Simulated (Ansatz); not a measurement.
For Be₅Au (F-43m, No. 216), LDA in Ansatz (PAW) gives:

| Quantity | Result |
|---|---|
| lattice constant a | 6.010 Å |
| bulk modulus B0 | 156 GPa |
| cohesive energy | 4.37 eV/atom |
| enthalpy of formation | -0.124 eV/atom |

Problem. What does r²SCAN (Ansatz, a program for electronic structure, plane waves, PAW) give for the same quantities?

Solution. 
- lattice constant a: 6.097 Å (grows by 1.4 %)
- bulk modulus: 145 GPa (shrinks by 7.1 %)
- cohesive energy: 3.83 eV/atom (decreases by 0.54 eV/atom)
- formation enthalpy: -0.090 eV/atom (moves by +0.034 eV/atom)

Changes are worked out from the printed values.

Unless a cell is named, each level is at its own relaxed cell (LDA 9.04, r²SCAN 9.45 Å³/atom).

Levels without +SOC leave out spin–orbit coupling, which shifts energies and cells of such heavy elements.

Ansatz's density-functional and Hartree–Fock values are scalar-relativistic unless marked +SOC, with PAW data made under PBE.
